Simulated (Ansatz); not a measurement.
## A computed series for Sn: pressure series

The parent structure is Sn in the diamond structure (space group Fd-3m, No. 227; a = 6.568 Å).

Cell and atoms are relaxed at each pressure.

Method: r2SCAN (Ansatz, a first-principles code, PAW, scalar-relativistic without spin-orbit coupling), earlier PAW set.

Notes on the quantities. enthalpy: H = E + PV relative to the base's energy.

| case | enthalpy | shortest interatomic distance |
|---|---|---|
| base | – | 2.844 Å |
| pressure −2 GPa | -0.45 eV/atom | 2.896 Å |
| pressure −1 GPa | -0.22 eV/atom | 2.868 Å |
| pressure 3 GPa | +0.64 eV/atom | 2.787 Å |
| pressure 7 GPa | +1.45 eV/atom | 2.731 Å |
| pressure 15 GPa | +2.94 eV/atom | 2.651 Å |
| pressure 30 GPa | +5.47 eV/atom | 2.553 Å |
| pressure 50 GPa | +8.50 eV/atom | 2.468 Å |
| pressure 75 GPa | +11.94 eV/atom | 2.393 Å |
| pressure 100 GPa | +15.12 eV/atom | 2.337 Å |

Load acts through the strain it causes; cell and atoms are relaxed under it. Whether these cells are dynamically stable was not tested. Tetrahedral semiconductors of this kind turn to denser phases somewhere between about 1 and 50 GPa; those were not computed, so compressed cells here can lie past the real transition.
